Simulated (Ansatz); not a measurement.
## A computed series for TiAl3: response to strain

Consider TiAl$_{3}$ (space group I4/mmm, No. 139; a = 3.826 Å, c = 8.554 Å; relaxed with 0.1 eV smearing). Axes: x, y, z lie along a, b, c of the conventional cell.

Strains are applied to the cell and any free atomic positions relax; under stress the whole cell relaxes.

Calculations: plane-wave PAW DFT at the r2SCAN level (Ansatz, a program for electronic structure, 500 eV), without spin-orbit coupling.

Candidates:
(a) isotropic strain +3.50 %
(b) isotropic strain +5.74 %
(c) isotropic strain +4.74 %
(d) uniaxial stress, 8 GPa compression along z

Notes on the quantities. energy relative to the base: free energy F.

Task: Order them by energy relative to the base, highest first.

Result: (b) isotropic strain +5.74 % (+141 meV/atom), (c) isotropic strain +4.74 % (+99 meV/atom), (a) isotropic strain +3.50 % (+56 meV/atom), (d) uniaxial stress, 8 GPa compression along z (+14 meV/atom)

Beyond what the load breaks, stability against distortions was not tested. All final runs are without spin polarisation.
